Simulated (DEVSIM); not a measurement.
System: abrupt Si n-p junction, at 300 K.

| layer (left to right) | material | thickness (μm) | Nd (cm⁻³) | Na (cm⁻³) | τn (s) | τp (s) |
|---|---|---|---|---|---|---|
| 1 | Si | 2.10 | 7.9e16 | - | 0.00071 | 0.00071 |
| 2 | Si | 0.570 | - | 2.3e14 | 0.00071 | 0.00071 |

Left contact: ohmic. Right contact: ohmic. Voltage is applied to the left contact. Recombination: SRH at mid-gap, radiative, Auger. Mobility is μmin + (μ − μmin)/(1 + (N/Nref)^α).

This is a model device: material constants are rounded textbook-type values typed into the input, and sizes, dopings and lifetimes were drawn at random. Values at 300 K.

```tsv
parameter	Si
gap (eV)	1.124
affinity (eV)	4.05
permittivity	11.7
Nc (cm⁻³)	2.86e19
Nv (cm⁻³)	3.1e19
μn (cm²/Vs)	1417
μp (cm²/Vs)	470
μn,min	52
μp,min	45
Nref,n	9.7e16
Nref,p	2.2e17
αn	0.68
αp	0.72
B (cm³/s)	4.7e-15
Cn (cm⁶/s)	2.8e-31
Cp (cm⁶/s)	9.9e-32
```

Simulated with DEVSIM: 1D drift-diffusion, Boltzmann statistics, complete ionisation; no tunnelling, impact ionisation, image-force lowering or self-heating.

The doping Nd of layer 1 was swept, all else fixed.

| doping Nd of layer 1 (cm^-3) | largest field in the device at zero bias (V/cm) | dark forward voltage at 100 A/cm² (V) | dark forward voltage at 1 A/cm² (V) | potential step across the device at zero bias (V) |
|---|---|---|---|---|
| 2.4e15 | 8800 | 0.608 | 0.397 | 0.576 |
| 7.9e15 | 11000 | 0.575 | 0.390 | 0.607 |
| 2.4e16 | 13000 | 0.560 | 0.387 | 0.636 |
| 7.9e16 | 18000 | 0.553 | 0.385 | 0.666 |
| 2.4e17 | … | 0.550 | 0.383 | 0.695 |
| 7.9e17 | 49000 | 0.548 | 0.383 | 0.726 |
| 2.4e18 | 85000 | 0.547 | 0.382 | 0.755 |

Fill in the missing entries.


- 2.4e17, largest field in the device at zero bias (V/cm): 28000
